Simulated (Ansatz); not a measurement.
System: TaSi2 (P6₄22, No. 181). Method: PBEsol (Ansatz, a program for electronic structure, plane waves, PAW).

Settings: plane-wave cutoff 520 eV, 12×12×8 k mesh (along the axes of the cell as run), Fermi–Dirac smearing 0.05 eV, scalar-relativistic PAW data made under PBE.

Computed at the level's own relaxed cell.

Problem. Give the computed lattice constant a and lattice parameter c.

Solution. 
* **lattice constant a**: 4.763 Å
* **lattice parameter c**: 6.554 Å

The run finds no gap.

Spin–orbit coupling is not included; it can open a gap where bands touch, and shift volumes and moduli.
